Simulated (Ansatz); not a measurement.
Results of r²SCAN (plane waves, PAW; Ansatz, an electronic-structure program) for MgCd2Sb2 (model structure, started from the CaAl2Si2 type, P-3m1, No. 164, 5 atoms in the cell).

The input as run:

Ansatz 0.2 input:
```yaml
crystal:
  lattice:
    - [4.519367131, 0.0, 0.0]
    - [-2.2596835655, 3.9138867445, 0.0]
    - [0.0, 0.0, 7.348414297]
  atoms:
    - { symbol: Mg, position: [0.0, 0.0, 0.0] }
    - { symbol: Cd, position: [0.3333333333, 0.6666666667, 0.6178680475] }
    - { symbol: Cd, position: [0.6666666667, 0.3333333333, 0.3821319525] }
    - { symbol: Sb, position: [0.3333333333, 0.6666666667, 0.2138385483] }
    - { symbol: Sb, position: [0.6666666667, 0.3333333333, 0.7861614517] }
basis:
  ecutwfc: 560
  ecutrho_ratio: 4
  xc_grid: 3
kpoints:
  mp_grid: { grid: [18, 18, 8] }
hamiltonian:
  xc: r2scan
  dispersion: none
  pseudopotentials: { kind: paw }
scf:
  occupations: { method: fermi_dirac, width: 0.05 }
  convergence: { dr2_threshold: 0.0000000005 }
output:
  forces: true
  stress: true
  eigenvalues: true
```

The run printed, among other lines:

```
Crystal: 5 atoms, lattice volume = 129.981 Å³
Basis set: ecut = 560 eV, 3947 PW (Γ), exchange–correlation on 108×108×180 points (27 copies of the dense FFT grid, shifted against one another)
Bands: 48, of which v1, the nominal top of the filled ones, is band 40 counted from 1 (39 counted from 0)
Symmetry: 12 space group operations
Space group: P-3m1 (ITA 164), of the structure as read, at distance tolerance 5.1e-5 Å
k-points: 266 of 2592
Functional: x = r2scan, c = r2scan; τ floored in thin density (d = 2e-4 eV/Å³)
SCF iter   1: F=—  HF=-31461.958052 eV  |F-HF|=—  |Δ(HF+E_count)|=         —  Δρ=6.20e-3  dr2=2.93e-2  dr2_τ=1.99e-2
SCF iter   2: F=—  HF=-31462.012676 eV  |F-HF|=—  |Δ(HF+E_count)|=   5.46e-2  Δρ=3.08e-3  dr2=1.08e-2  dr2_τ=3.65e-4
  ...
SCF iter   8: F=—  HF=-31462.009270 eV  |F-HF|=—  |Δ(HF+E_count)|=   8.03e-8  Δρ=1.65e-6  dr2=3.97e-9  dr2_τ=1.30e-10
SCF iter   9: F=-31462.009270 eV  HF=-31462.009270 eV  |F-HF|=7.28e-11  |Δ(HF+E_count)|=   4.83e-9  Δρ=3.64e-7  dr2=1.25e-10  dr2_τ=9.77e-12
SCF 1 converged in 9 iterations: F = -31462.009270 eV  dr2 = 1.25e-10
SCF converged after 9 iterations
Free energy (F): -31462.009270 eV
Internal energy: -31462.003754 eV  (E = F + TS)
E sigma→0 (E₀):  -31462.006512 eV
Fermi energy:    10.198847 eV
--- Forces (eV/Å), atoms counted from 1 ---
  atom   1  Mg    -0.00000000    -0.00000000     0.00000000
  atom   2  Cd     0.00000000    -0.00000000     0.02582919
  atom   3  Cd     0.00000000     0.00000000    -0.02582919
  atom   4  Sb     0.00000000    -0.00000000     0.02248963
  atom   5  Sb     0.00000000     0.00000000    -0.02248963
--- Stress (GPa, compression-positive) ---
        1.379318       0.000000      -0.000000
       -0.000000       1.379318       0.000000
       -0.000000      -0.000000       1.481969
  P = ⅓ Tr σ = 1.4135 GPa (14.135 kbar)
```

The PAW data were made under PBE.

Note: the relaxation could raise the start's symmetry but not lower it, so the cell can be a saddle point. Note: cell and atoms aren't relaxed at this level (largest force component 0.03 eV/Å, pressure 1.4 GPa).

Cost on a shared machine: about 3 core-minutes (a rough figure).

A model structure was made by putting elements into a prototype or built by hand; it is no filed structure, need not be a known phase, and can be a saddle point held by its symmetry.
